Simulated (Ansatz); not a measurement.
The parent structure is MgTe in the zinc blende structure (space group F-43m, No. 216; a = 6.4393 Å).

Computed with Ansatz (an electronic-structure program) PBEsol, no spin-orbit coupling.

For the base:

| Quantity | Result |
|---|---|
| Electron mass | 0.16 mₑ (at Γ) |
| Valley order | Γ 2.35 eV; X along ⟨100⟩ 2.71 eV; L along ⟨111⟩ 3.18 eV |
| Width of the top valence band | 1.49 eV |

Perturbation: the cell is scaled by 0.9800 in all directions, atoms relaxed at fixed cell.

Q: Predict the new electron mass.

A: The electron mass changes from 0.16 mₑ (at Γ) to 0.17 mₑ (at Γ).

Q: Predict the new valley order.

A: The valley order (the lowest conduction-band minima on the path, energy above the VBM, named in the base's zone) goes from Γ 2.35 eV; X along ⟨100⟩ 2.71 eV; L along ⟨111⟩ 3.18 eV to Γ 2.62 eV; X along ⟨100⟩ 2.62 eV; L along ⟨111⟩ 3.32 eV.

Q: Estimate the effect on the width of the top valence band.

A: The width of the top valence band increases by 0.14 eV to 1.63 eV.

Spin-orbit coupling, missing from the scalar runs, can matter with Te. The levels and masses belong to the bands next to the band gap. The cells carry an imposed strain or load. Effective masses come from finite differences of ±0.01 Å⁻¹. Stability against distortions was not tested.
